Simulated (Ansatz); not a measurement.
**Several settings converged on a (100) slab of HfN (cut from a parent of space group no. 225; 8 atoms in the cell)**

```
HfN
1.0
    3.18014     0.00000     0.00000
   -3.18014     3.18014     0.00000
    0.00000     0.00000    20.74601
Hf N
4 4
Direct
  0.00000   0.00000   0.44581
  0.00000   0.50000   0.33741
  0.00000   0.00000   0.66259
  0.00000   0.50000   0.55420
  0.00000   0.00000   0.33741
  0.00000   0.50000   0.44581
  0.00000   0.00000   0.55420
  0.00000   0.50000   0.66259
```

Base method: PBEsol, PAW files made with PBE (plane waves; Ansatz, a program for electronic structure).

Base settings: basis.ecutwfc = 30.9 Ry; kpoints.mp_grid.grid = 13 13 1; hamiltonian.xc = pbesol; hamiltonian.pseudopotentials = {kind: paw} (the program's default PAW files); scf.occupations.method = fermi_dirac; scf.occupations.width = 0.0073 Ry.

The count of work is k-points × plane waves × bands × iterations; it is no time. Core times come from one kind of shared machine, to one figure; runs under 30 s give none.

**The vacuum**

The mesh stays at the base's, so the ladder's end is converged at best in this setting alone.

Only quantities that move along the ladder and can be compared are tabulated.

| vacuum between outermost atoms (Å) | free energy less the last step's (meV/atom) | largest difference of a force vector from the last step's (eV/Å) | count of work / last |
|---|---|---|---|
| 3.0 | -110.80 | 1.635 | 0.23 |
| 4.0 | -49.31 | 1.294 | 0.19 |
| 5.0 | -30.88 | 0.817 | 0.23 |
| 6.0 | -16.87 | 0.435 | 0.27 |
| 7.0 | -8.25 | 0.199 | 0.32 |
| 8.0 | -3.72 | 0.077 | 0.34 |
| 10.0 | -0.66 | 0.007 | 0.39 |
| 12.0 | -0.12 | 0.001 | 0.44 |
| 14.0 | -0.03 | 0.000 | 0.48 |
| 17.0 | -0.01 | 0.000 | 0.60 |
| 20.0 | 0.00 | 0.000 | 0.67 |
| 25.0 | 0.00 | 0.000 | 0.87 |
| 30.0 | 0.00 | 0.000 | 1.0 |

Smallest vacuum between outermost atoms (Å) that holds the forces within 0.005 eV/Å of the last step, with all finer ones: 12.0, at 0.44 of the last step's count of work; the step before is off by 0.007 eV/Å.

Smallest vacuum between outermost atoms (Å) that holds the free energy within 0.5 meV/atom of the last step, with all finer ones: 12.0, at 0.44 of the last step's count of work; the step before is off by 0.66 meV/atom.

**The depth of the slab**

On a (100) slab of HfN (cut from a parent of space group no. 225; 4 atoms in the cell), and deeper slabs.

Surface energy = (E_slab − N e_bulk)/2A, with e_bulk from the bulk crystal on its finest mesh (455 k-points); errors per atom of slab and bulk, whose meshes differ, grow with N.

The mesh stays at the base's, so the ladder's end is converged at best in this setting alone.

Only quantities that move along the ladder and can be compared are tabulated.

| atoms | unrelaxed surface energy (J/m²) | count of work / last | core time / last (rough) |
|---|---|---|---|
| 4 | 1.782 | 0.039 | – |
| 8 | 1.936 | 0.097 | – |
| 12 | 1.945 | 0.22 | 0.2 |
| 16 | 1.930 | 0.37 | 0.3 |
| 20 | 1.931 | 0.60 | 0.5 |
| 28 | 1.937 | 1.0 | 1 |

Smallest size that holds the unrelaxed surface energy within 0.1 J/m² of the last step, with all finer ones: 8, at 0.097 of the last step's count of work; the step before is off by 0.15 J/m².

On the base run: the starting cell has typed, rounded lattice constants, without a prior relaxation at this level. The slab is cut from that crystal, and its faces are unrelaxed. Its lattice was rescaled by up to half a per cent. Spin polarisation is off, though cut faces can carry moments; the slab shows no gap. In the base run, forces exceed 1 eV/Å.

Keys are those of Ansatz 0.2.
